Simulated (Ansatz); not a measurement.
Base system: BeS in the zinc blende structure (space group F-43m, No. 216; a = 4.869 Å). Axes: x, y, z lie along the cube axes.

Level of theory: r2SCAN (Ansatz, a quantum-chemistry and plane-wave program, PAW, without spin-orbit coupling).

Base values:

| Item | Result |
|---|---|
| Smallest direct gap | 6.22 eV |

It is then changed as follows: biaxial strain +0.42 %, plane normal [111], relaxed out of plane (Cartesian); in-plane vectors clamped, the third vector and the atoms free.

Task: What does the calculation give for the energy relative to the base after the change?

Result: The energy goes up by 0.4 meV/atom.

Task: Estimate the effect on the out-of-plane strain.

Result: The out-of-plane strain amounts to -0.16 %.

Task: How does this affect the smallest direct gap?

Result: The smallest direct gap shrinks by 0.04 eV to 6.18 eV.

No phonon test of stability was made.
